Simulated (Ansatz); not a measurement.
**How the bulk modulus of NiAs-type NiSb moves with the method**

No measured value is used here.

```csv
level (code),value (GPa),cell (Å³/atom)
LDA (Ansatz),140,16.38
BLYP (Ansatz),…,18.93
PBE (Ansatz),112,17.65
PBEsol (Ansatz),…,16.83
revPBE (Ansatz),105,17.97
RPBE (Ansatz),102,18.11
PBEsol-D3(BJ) (Ansatz),141,16.25
r²SCAN (Ansatz),…,17.13
r²SCAN-D4 (Ansatz),127,16.94
```

**Question.** What belongs in the gaps?

**Answer.** 
- BLYP (Ansatz, a program for electronic structure), value (GPa): 88.0
- PBEsol (Ansatz), value (GPa): 130
- r²SCAN (Ansatz), value (GPa): 124

The crystal itself was run without spin with LDA, BLYP, PBE, PBEsol, revPBE, RPBE, PBEsol-D3(BJ), r²SCAN, r²SCAN-D4; a magnetic state was not tried in these runs. Each level is taken at its own relaxed cell. Cutoffs differ between the levels. Ansatz's density-functional and Hartree–Fock values are scalar-relativistic unless marked +SOC, with PAW data made under PBE.
